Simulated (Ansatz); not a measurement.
## hypothetical CsCl type BiB with two functionals, isotropic strain +2.62 %

Take BiB in the CsCl type structure (space group Pm-3m, No. 221; a = 3.3585 Å; a hypothetical phase, not in the database extracts checked; relaxed with 0.1 eV smearing) as the base.

(Cell as relaxed with PBE.)

Levels (all Ansatz, a quantum-chemistry and plane-wave program, PAW): PBE (420 eV, scalar-relativistic without spin-orbit coupling); PBEsol (420 eV, no SOC).

Each level relaxes its own structure.

```
base                      PBE    PBEsol
-------------------  --------  --------
volume per atom      18.94 Å³  18.12 Å³
lattice parameter a  335.8 pm  330.9 pm
band gap                 zero      zero
```

Modification: the cell is scaled by 1.0262 in all directions, atoms relaxed at fixed cell.

| quantity | PBE | PBEsol |
|---|---|---|
| pressure | -4.6 GPa | … |
| energy relative to the base (free energy F) | +24 meV/atom | … |
| band gap | zero | … |

### Question
Given the PBE results, estimate those of PBEsol.

### Answer

- pressure, PBEsol: -5.3 GPa
- energy relative to the base (free energy F), PBEsol: +26 meV/atom
- band gap, PBEsol: zero

PBE's pressure lies 0.7 GPa above PBEsol's; PBE's energy relative to the base lies 2.5 meV/atom below PBEsol's; the two agree on the band gap. Neither level is exact; PBEsol is the comparison here, not a measurement.

Whether these cells are dynamically stable was not tested. The final runs are not spin-polarised.
